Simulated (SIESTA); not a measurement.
**Several settings converged on a (100) slab of HfN (cut from a parent of space group no. 225; 8 atoms in the cell)**

```yaml
crystal:
  lattice:
    - [3.18014, 0.00000, 0.00000]
    - [-3.18014, 3.18014, 0.00000]
    - [0.00000, 0.00000, 20.74601]
  atoms:
    - { symbol: Hf, position: [0.00000, 0.00000, 0.44581] }
    - { symbol: Hf, position: [0.00000, 0.50000, 0.33741] }
    - { symbol: Hf, position: [0.00000, 0.00000, 0.66259] }
    - { symbol: Hf, position: [0.00000, 0.50000, 0.55420] }
    - { symbol: N, position: [0.00000, 0.00000, 0.33741] }
    - { symbol: N, position: [0.00000, 0.50000, 0.44581] }
    - { symbol: N, position: [0.00000, 0.00000, 0.55420] }
    - { symbol: N, position: [0.00000, 0.50000, 0.66259] }
```

Base method: GGA PBEsol, numerical atomic orbitals DZP, PseudoDojo PBEsol standard norm-conserving potentials (rewritten from UPF to PSML) run with SIESTA.

Base settings: XC.functional = GGA; XC.authors = PBEsol; potentials = PseudoDojo PBEsol standard; PAO.BasisSize = DZP; PAO.EnergyShift = 0.01 Ry; MeshCutoff = 350 Ry; kgrid.MonkhorstPack = 7 7 1; OccupationFunction = FD; ElectronicTemperature = 100 meV; MaxSCFIterations = 150.

Core times come from one kind of shared machine, to one figure; runs under 30 s give none.

**The k-point mesh**

Only quantities that move along the ladder and can be compared are tabulated.

| kgrid.MonkhorstPack | free energy less the last step's (meV/atom) | largest difference of a force vector from the last step's (eV/Å) | core time / last (rough) |
|---|---|---|---|
| 3 3 1 | 16.76 | 0.647 | 0.2 |
| 5 5 1 | -1.41 | 0.108 | 0.2 |
| 7 7 1 | -2.26 | 0.083 | 0.3 |
| 8 8 1 | 1.63 | 0.047 | 0.3 |
| 11 11 1 | 1.20 | 0.048 | 0.2 |
| 37 37 1 | 0.00 | 0.000 | 1 |

Coarsest kgrid.MonkhorstPack that holds the forces within 0.02 eV/Å: not settled: the last two steps still differ by 0.048 eV/Å, over half the tolerance, so the ladder does not show it.

Coarsest kgrid.MonkhorstPack that holds the free energy within 5 meV/atom of the last step, with all finer ones: 5 5 1, at about 0.2 of the last step's time; the step before is off by 17 meV/atom.

**The depth of the slab**

On a (100) slab of HfN (cut from a parent of space group no. 225; 4 atoms in the cell), and deeper slabs.

Surface energy = (E_slab − N e_bulk)/2A, with e_bulk from the bulk crystal on its finest mesh (3096 k-points); errors per atom of slab and bulk, whose meshes differ, grow with N.

The mesh stays at the base's, so the ladder's end is converged at best in this setting alone.

Only quantities that move along the ladder and can be compared are tabulated; forces are left out, as grid noise moves with the cell.

| atoms | unrelaxed surface energy (J/m²) | core time / last (rough) |
|---|---|---|
| 4 | 2.143 | 0.07 |
| 8 | 2.272 | 0.2 |
| 12 | 2.299 | 0.3 |
| 16 | 2.271 | 0.7 |
| 20 | 2.269 | 1 |

Smallest size that holds the unrelaxed surface energy within 0.1 J/m² of the last step, with all finer ones: 8, at about 0.2 of the last step's time; the step before is off by 0.13 J/m².

On the base run: the starting cell has typed, rounded lattice constants, without a prior relaxation at this level. The slab is cut from that crystal, and its faces are unrelaxed. Its lattice was rescaled by up to half a per cent. Spin polarisation is off, though cut faces can carry moments; the slab shows no gap. Values carry the incompleteness of an atom-centred basis. In the base run, forces exceed 1 eV/Å.
